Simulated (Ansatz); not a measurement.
# By hand: energy of one form of Sn over another

Subject: the energy of one form of Sn over another. The value is E(A) − E(B), in meV per atom.

A: Sn (white tin, I4₁/amd), 2 atoms in the cell. Conventional cell: a = 5.945 Å, b = 5.945 Å, c = 3.217 Å, α = 90.00°, β = 90.00°, γ = 90.00°.

B: Sn (grey tin, Fd-3m), 2 atoms in the cell. Conventional cell: a = b = c = 6.6586 Å, α = β = γ = 90.00°.

Setting: static, neutral cells in Ansatz (PAW) whose structures rest at the PBE level. Ansatz (an electronic-structure program) runs with its default PAW set. Other levels take these structures. The lattices are those relaxed with PBE, so at other levels the solids can be strained, which adds to the spread. A dispersion term (D3(BJ), or D4 for r2SCAN) was computed beside these levels and is taken off wherever the name lacks it. The runs are scalar-relativistic, without spin-orbit coupling.

Total energies of the cells in eV, at zero smearing width. They compare only within one column; the weights balance every element.

```csv
cell,atoms,weight,PBE,RPBE
A: Sn (white tin),2,+1,-12048.34329,-12065.43329
B: Sn (grey tin),2,−1,-12048.42506,-12065.59876
```

PBE: (-12048.34329) − (-12048.42506) = 0.082 eV; dividing by 2 atoms gives 41 meV/atom.

RPBE: (-12065.43329) − (-12065.59876) = 0.165 eV; dividing by 2 atoms gives 83 meV/atom.

What follows from the PBE value: Against the thermal energy at 300 K, k_BT = 25.9 meV, the difference of 40.9 meV per atom is 1.6 k_BT. To turn the order at 1000 K, where k_BT = 86.2 meV, the higher one would need 0.47 k_B per atom more entropy.
